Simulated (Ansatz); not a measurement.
Base system: Mg2Sn (space group Fm-3m, No. 225; a = 6.747 Å; relaxed with 0.1 eV smearing). Axes: x, y, z lie along the cube axes.

Calculations: PBEsol in Ansatz (plane waves to 420 eV, PAW, no spin-orbit coupling).

Strains are applied to the cell and any free atomic positions relax.

One change was made to it. Results:

```json
[
 {"quantity": "energy relative to the base (free energy F)", "base": "0 meV/atom", "after": "+0.2 meV/atom"},
 {"quantity": "pressure (mean of the normal stresses, compression positive)", "base": "0.0 GPa", "after": "-0.2 GPa"}
]
```

Task: Which change produced these results?
(A) uniaxial strain ε_zz = −2.00 %
(B) uniaxial strain ε_zz = +0.50 %
(C) uniaxial strain ε_zz = +2.50 %
(D) uniaxial strain ε_zz = +2.00 %

Result: B, uniaxial strain ε_zz = +0.50 %. For comparison, the energy relative to the base in the other runs: uniaxial strain ε_zz = +2.00 % gives +2.3 meV/atom; uniaxial strain ε_zz = +2.50 % gives +3.6 meV/atom; uniaxial strain ε_zz = −2.00 % gives +2.5 meV/atom.

Stability against distortions was not tested.

Ansatz is a quantum-chemistry and plane-wave program.
